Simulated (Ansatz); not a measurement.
We consider antifluorite K₂S, described by PBE-D3(BJ) (plane waves, PAW; Ansatz, a quantum-chemistry and plane-wave program).

Numerical settings: plane-wave cutoff 520 eV, 8×8×8 k mesh, Fermi–Dirac smearing 0.01 eV, scalar-relativistic PAW data made under PBE.

Computed at the level's own relaxed cell.

```xyz
3
Lattice="0.0000 3.6673 3.6673 3.6673 0.0000 3.6673 3.6673 3.6673 0.0000" Properties=species:S:1:pos:R:3 pbc="T T T"
K      1.8336     1.8336     1.8336
K      5.5009     5.5009     5.5009
S      0.0000     0.0000     0.0000
```

**Question.** List the 11 lowest band energies at Γ above −25 eV (eV, relative to the valence band maximum), grouping those that round alike.

**Answer.** At Γ: -12.77 (×3), -12.51 (×3), -9.64, -0.22 (×3), 2.45.
